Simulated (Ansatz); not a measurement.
Phonon-limited transport in Pt (Fm-3m)

Input:

```
CELL_PARAMETERS angstrom
      0.00000     1.98450     1.98450
      1.98450     0.00000     1.98450
      1.98450     1.98450     0.00000
ATOMIC_POSITIONS crystal
  Pt 0.00000 0.00000 0.00000
```

Calculation: PBE, DFPT electron-phonon coupling, linearised Boltzmann equation (plane waves, PAW, scalar-relativistic; Ansatz, an electronic-structure program). Condition of this run: functional PBE. Cell: relaxed with this functional, without spin-orbit coupling.

| Property | Value |
|---|---|
| resistivity at 300 K | 8.9 μΩ·cm |
| resistivity at 77 K | 1.80 μΩ·cm |
| electron mean free path at 300 K (weighted by the current that each state carries) | 5.5 nm |
| resistivity times mean free path for one path shared by all states (from the Fermi surface's area) | 3.5 ×10⁻¹⁶ Ω·m² |
| electron-phonon coupling λ | 0.55 |
| transport coupling λ_tr | 0.60 |
| logarithmic mean phonon energy | 9.4 meV |
| density of states at the Fermi level | 1.10 states/(eV·spin·cell) |
| Drude plasma energy | 8.6 eV |

A metal at this level (no band gap). Only scattering by harmonic phonons is included (no impurities, grain boundaries, electron-electron scattering or thermal expansion). Spin-orbit coupling is left out, which matters with elements this heavy. The self-energy correction of the phonons between q points moved λ by about 7 %. Halving the electron mesh (36x36x36) moves the resistivity by up to 2 % at 300 K, the mean free path by up to 7 %, the coupling by up to 4 %. Smearing 0.20 eV; phonons on a 6x6x6 q mesh, which this run doesn't test and which matters most at low temperature.
